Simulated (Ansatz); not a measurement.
System: Os3Al (model structure, started from the A15 type, Pm-3n, No. 223, 8 atoms in the cell). Method: LDA (plane waves, PAW; Ansatz, an electronic-structure program).

Excerpt of the program's output:

```
WARN output.stress: scf.convergence.dr2_threshold = 1e-7 eV (the SCF's general default) is looser than the 8e-10 eV advised for a printed stress (1e-10 eV for …
Relaxation: its limit of steps is 80 (relax.max_steps)
Crystal: 8 atoms, lattice volume = 109.881 Å³
Basis set: ecut = 520 eV, 2945 PW (Γ), exchange–correlation on 72×72×72 points (8 copies of the dense FFT grid, shifted against one another)
Bands: 62, of which v1, the nominal top of the filled ones, is band 51 counted from 1 (50 counted from 0)
Symmetry: 48 space group operations
Space group: Pm-3n (ITA 223), of the structure as read, at distance tolerance 4.8e-5 Å
k-points: 84 of 1728
Functional: x = slater, c = lda
SCF iter   1: F=—  HF=-67732.890011 eV  |F-HF|=—  |Δ(HF+E_count)|=         —  Δρ=1.24e-2  dr2=1.18e-1
SCF iter   2: F=—  HF=-67732.861481 eV  |F-HF|=—  |Δ(HF+E_count)|=   2.85e-2  Δρ=6.45e-3  dr2=3.71e-2
  ...
SCF iter   5: F=—  HF=-67732.848052 eV  |F-HF|=—  |Δ(HF+E_count)|=   1.65e-5  Δρ=3.35e-5  dr2=9.28e-7
SCF iter   6: F=-67732.848051 eV  HF=-67732.848051 eV  |F-HF|=1.94e-8  |Δ(HF+E_count)|=   2.29e-7  Δρ=5.70e-6  dr2=3.49e-8
SCF 1 converged in 6 iterations: F = -67732.848051 eV  dr2 = 3.49e-8
relax step   1: F+E_penalty+E_count = -67732.84805126 eV  Δ(F+E_penalty+E_count) = +0.000e0 eV  max|allowed force component| = 6.187e-17 eV/Å  Δτ_max = 0.0000 Å  (6 SCF iters, accepted)
SCF converged after 6 iterations
Free energy (F): -67732.848051 eV
Internal energy: -67732.779300 eV  (E = F + TS)
E sigma→0 (E₀):  -67732.813676 eV
Fermi energy:    22.273876 eV
--- Forces (eV/Å), atoms counted from 1 ---
  atom   1  Os     0.00000000     0.00000000     0.00000000
  atom   2  Os     0.00000000    -0.00000000     0.00000000
  atom   3  Os     0.00000000     0.00000000     0.00000000
  atom   4  Os     0.00000000     0.00000000     0.00000000
  atom   5  Os     0.00000000     0.00000000     0.00000000
  atom   6  Os    -0.00000000     0.00000000     0.00000000
  atom   7  Al     0.00000000    -0.00000000     0.00000000
  atom   8  Al    -0.00000000    -0.00000000     0.00000000
--- Stress (GPa, compression-positive) ---
        6.688513      -0.000000       0.000000
       -0.000000       6.688513       0.000000
        0.000000       0.000000       6.688513
  P = ⅓ Tr σ = 6.6885 GPa (66.885 kbar)
```

**Question.** Write an input file that could have produced this run (the log leaves some choices open).

**Answer.** One answer among several that fit: 
Ansatz 0.2 input:
```yaml
crystal:
  lattice:
    - [4.7896850729, 0.0, 0.0]
    - [0.0, 4.7896850729, 0.0]
    - [0.0, 0.0, 4.7896850729]
  atoms:
    - { symbol: Os, position: [0.25, 0.0, 0.5] }
    - { symbol: Os, position: [0.75, 0.0, 0.5] }
    - { symbol: Os, position: [0.0, 0.5, 0.25] }
    - { symbol: Os, position: [0.0, 0.5, 0.75] }
    - { symbol: Os, position: [0.5, 0.25, 0.0] }
    - { symbol: Os, position: [0.5, 0.75, 0.0] }
    - { symbol: Al, position: [0.0, 0.0, 0.0] }
    - { symbol: Al, position: [0.5, 0.5, 0.5] }
basis:
  ecutwfc: 520
  ecutrho_ratio: 4
  xc_grid: 2
kpoints:
  mp_grid: { grid: [12, 12, 12] }
hamiltonian:
  xc: lda
  dispersion: none
  pseudopotentials: { kind: paw }
scf:
  occupations: { method: fermi_dirac, width: 0.05 }
output:
  forces: true
  stress: true
  eigenvalues: true
relax:
  f_tol: 0.004
  escape_saddle: false
  max_steps: 80
```

The cell is one volume of an energy–volume scan, off the minimum.

The PAW data were made under PBE.

Note: the run has no spin polarisation, so it can have missed a magnetic state. Note: the relaxation could raise the start's symmetry but not lower it, so the cell can be a saddle point.

A model structure was made by putting elements into a prototype or built by hand; it is no filed structure, need not be a known phase, and can be a saddle point held by its symmetry.
